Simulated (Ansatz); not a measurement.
We consider L1₂ (Cu3Au-type) Pt₃Ti, described by PBEsol+SOC in Ansatz (PAW).

Run with plane-wave cutoff 520 eV, 14×14×14 k mesh, Fermi–Dirac smearing 0.05 eV, PAW data made under PBE.

Energies at three volumes about the minimum:

```tsv
V (Å³/atom)	E − E_lowest (meV/atom)
14.506	5.06
14.802	0.00
15.098	4.77
```

### Question
Fit a parabola by hand: where is the minimum, what lattice constant follows, and what is the bulk modulus?

### Answer
Slopes: (0.00 − 5.06)/(14.802 − 14.506) = -17.095 and (4.77 − 0.00)/(15.098 − 14.802) = 16.115 meV/Å³. Curvature E″ = 2 × (16.115 − (-17.095))/(15.098 − 14.506) = 112.196 meV/Å⁶. From the middle of the first interval, the slope vanishes at V0 = 14.6540 − (-17.095)/112.196 = 14.806 Å³/atom. B = V0 E″ = 14.806 × 112.196 meV/Å³ × 0.1602 GPa per meV/Å³ = 266 GPa. With 4 atoms in the cube, a = (4 × 14.806)^(1/3) = 3.898 Å. The full Birch–Murnaghan fit to all volumes gives V0 = 14.800 Å³/atom and B0 = 266 GPa.

Measured, for comparison: lattice constant a 3.916 Å (temperature not stated, no zero-point or thermal correction; as tabulated in Molecular Dynamics Simulations of PtTi High-Temperature Shape Memory Alloys …).

Ansatz is a program for electronic structure.
